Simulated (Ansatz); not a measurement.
Given:

```xyz
5
Lattice="3.9913 0.0000 0.0000 0.0000 3.9913 0.0000 0.0000 0.0000 4.0153" Properties=species:S:1:pos:R:3 pbc="T T T"
K      0.0000     0.0000     0.0000
Mg     1.9957     1.9957     2.0076
F      1.9957     0.0000     2.0076
F      0.0000     1.9957     2.0076
F      1.9957     1.9957     0.0000
```

No spin polarisation.

Computed with Kohn–Sham DFT with the PBEsol functional, run in Ansatz (a first-principles code) with PAW and 420 eV plane waves, spin-orbit coupling left out. Γ-centred 8×8×8 mesh, Fermi–Dirac width 0.05 eV.

Question: Predict the smallest direct gap and electron mass.

Answer: 
- Smallest direct gap = 7.40 eV
- Electron mass = 0.51 mₑ (at Γ)

The cells carry an imposed strain or load. Effective masses come from finite differences of ±0.01 Å⁻¹. Stability against distortions was not tested. The cell was made from KMgF$_{3}$ in the cubic perovskite structure (space group Pm-3m, No. 221) by this change: uniaxial strain ε_zz = +0.60 %.
